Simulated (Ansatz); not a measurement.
# CdS: pressure series

The reference is CdS in the zinc blende structure (space group F-43m, No. 216; a = 5.927 Å).

Cell and atoms are relaxed at each pressure.

Levels (all Ansatz, an electronic-structure program, PAW): PBE (420 eV, without spin-orbit coupling); r2SCAN (500 eV, no SOC); HSE06 (420 eV, without spin-orbit coupling); PBE+SOC (420 eV, with spin-orbit coupling).

Band gaps by level, all at the geometries relaxed with PBE:

| case | PBE | r2SCAN | HSE06 | PBE+SOC |
|---|---|---|---|---|
| base | 1.04 eV | 1.49 eV | 2.04 eV | 1.03 eV |
| pressure −2 GPa | 0.95 eV | 1.39 eV | 1.94 eV | 0.93 eV |
| pressure −1 GPa | 1.00 eV | 1.44 eV | 1.99 eV | 0.98 eV |
| pressure 3 GPa | 1.15 eV | 1.60 eV | 2.17 eV | 1.14 eV |
| pressure 7 GPa | 1.26 eV | 1.72 eV | 2.29 eV | 1.25 eV |
| pressure 30 GPa | 1.59 eV | 2.07 eV | 2.65 eV | 1.58 eV |
| pressure 75 GPa | 1.78 eV | 2.29 eV | 2.83 eV | – |
| pressure 100 GPa | 1.80 eV | 2.32 eV | 2.84 eV | 1.79 eV |

Single points use the geometry relaxed with PBE. The spin-orbit shifts are approximate. Load acts through the strain it causes; cell and atoms are relaxed under it. Whether these cells are dynamically stable was not tested. Tetrahedral semiconductors of this kind turn to denser phases somewhere between about 1 and 50 GPa; those were not computed, so compressed cells here can lie past the real transition.
